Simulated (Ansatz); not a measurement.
In2Au under a change: In → Ag

Start from In₂Au (space group Fm-3m, No. 225; a = 6.539 Å).

It is then changed as follows: Ag takes the place of In on all its sites, then cell and atoms are relaxed.

The values are results of PBEsol in Ansatz (plane waves to 420 eV, PAW, scalar-relativistic without spin-orbit coupling), not measurements. Settings: 13×13×13 k-points, 0.05 eV Fermi–Dirac smearing, for the changed cell.

```csv
quantity,base,changed,shift
density,10.14 g/cm³,11.23 g/cm³,+1.09 g/cm³
lattice parameter a,6.539 Å,6.250 Å,-0.289 Å
space group,Fm-3m (No. 225),Fm-3m (No. 225),–
shortest interatomic distance,2.831 Å,2.706 Å,-0.125 Å
band gap,zero,zero,–
```

Stability against distortions was not tested. As relaxed here, Ag2Au is a hypothetical phase, not in the database extracts checked.

Ansatz is a quantum-chemistry and plane-wave program.
